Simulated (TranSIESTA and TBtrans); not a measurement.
**Ge chain with one S atom inserted**

System: Ge chain with one S atom inserted. Leads: straight Ge chain, spacing 2.544 Å. Geometry: 3 atoms about the centre moved by SIESTA (PBE, DZP) to a largest force of 0.02 eV/Å, all others as built, motion along the axis alone.

Method: TranSIESTA and TBtrans, PBE, DZP numerical orbitals (energy shift 0.15 eV), PseudoDojo norm-conserving scalar-relativistic potentials, mesh cutoff 200 Ry, 300 K, no spin polarisation, no spin-orbit coupling; self-consistent non-equilibrium Green functions.

```
Item                               Result
---------------------------------  ------
Conductance at 300 K (G0 = 2e²/h)    2.49
Mean T from −0.5 to 0.5 eV           2.40
```

Energies count from the leads' Fermi level. Transmissions are for one spin of a degenerate pair. The energy step is 0.01 eV; narrower resonances are cut or missed.

| E (eV) | T | lead channels |
|---|---|---|
| -2.00 | 0.68 | 1 |
| -1.90 | 0.70 | 1 |
| -1.80 | 0.71 | 1 |
| -1.70 | 0.73 | 1 |
| -1.60 | 0.74 | 1 |
| -1.50 | 0.75 | 1 |
| -1.40 | 0.77 | 1 |
| -1.30 | 0.78 | 1 |
| -1.20 | 0.79 | 1 |
| -1.10 | 0.79 | 1 |
| -1.00 | 0.80 | 1 |
| -0.90 | 0.81 | 1 |
| -0.80 | 0.96 | 3 |
| -0.70 | 1.41 | 3 |
| -0.60 | 1.74 | 3 |
| -0.50 | 2.00 | 3 |
| -0.40 | 2.19 | 3 |
| -0.30 | 2.32 | 3 |
| -0.20 | 2.41 | 3 |
| -0.10 | 2.46 | 3 |
| 0.00 | 2.49 | 3 |
| 0.10 | 2.50 | 3 |
| 0.20 | 2.49 | 3 |
| 0.30 | 2.48 | 3 |
| 0.40 | 2.45 | 3 |
| 0.50 | 2.43 | 3 |
| 0.60 | 2.40 | 3 |
| 0.70 | 2.37 | 3 |
| 0.80 | 2.35 | 3 |
| 0.90 | 2.33 | 3 |
| 1.00 | 2.31 | 3 |
| 1.10 | 2.29 | 3 |
| 1.20 | 2.28 | 3 |
| 1.30 | 2.28 | 3 |
| 1.40 | 2.27 | 3 |
| 1.50 | 2.27 | 3 |
| 1.60 | 2.28 | 3 |
| 1.70 | 2.28 | 3 |
| 1.80 | 2.29 | 3 |
| 1.90 | 2.29 | 3 |
| 2.00 | 2.30 | 3 |

The straight chain is held at its spacing; free chains may zigzag or dimerise. No spin-polarised start was tried, so a magnetic state, if there is one, is missed.
